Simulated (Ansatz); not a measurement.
# Hf3N4, response to strain

Consider Hf3N4 (space group Fd-3m, No. 227; a = 9.004 Å; a cell from a computed database, its experimental status unchecked). Axes: x, y, z lie along the cube axes.

Strains are applied to the cell and any free atomic positions relax; under biaxial strain the out-of-plane vector relaxes too; under stress the whole cell relaxes.

The values are results of PBEsol (Ansatz, a first-principles code; PAW; 420 eV plane waves; no spin-orbit coupling), not measurements.

Notes on the quantities. energy relative to the base: free energy F.

| variant | gap character | energy relative to the base | band gap | volume per atom | space group |
|---|---|---|---|---|---|
| base | – | 0 meV/atom | 0.78 eV | 13.04 Å³ | Fd-3m (No. 227) |
| biaxial strain −4.73 %, plane normal [001], relaxed out of plane | indirect, M → Γ | +61 meV/atom | (withheld) | (withheld) | I4_1/amd (No. 141) |
| biaxial strain +4.10 %, plane normal [111], relaxed out of plane | direct at Γ | +52 meV/atom | 0.74 eV | (withheld) | R-3m (No. 166) |
| uniaxial stress, 0.5 GPa compression along z | indirect, X → Γ | +0.1 meV/atom | 0.77 eV | 13.03 Å³ | I4_1/amd (No. 141) |

What belongs in the blanks?


- biaxial strain −4.73 %, plane normal [001], relaxed out of plane, band gap: 0.37 eV
- biaxial strain −4.73 %, plane normal [001], relaxed out of plane, volume per atom: 12.41 Å³
- biaxial strain +4.10 %, plane normal [111], relaxed out of plane, volume per atom: 13.67 Å³

Spin-orbit coupling, missing from the scalar runs, can matter with Hf. Beyond what the load breaks, stability against distortions was not tested. Labels are those of the standard path for the cell's own space group.
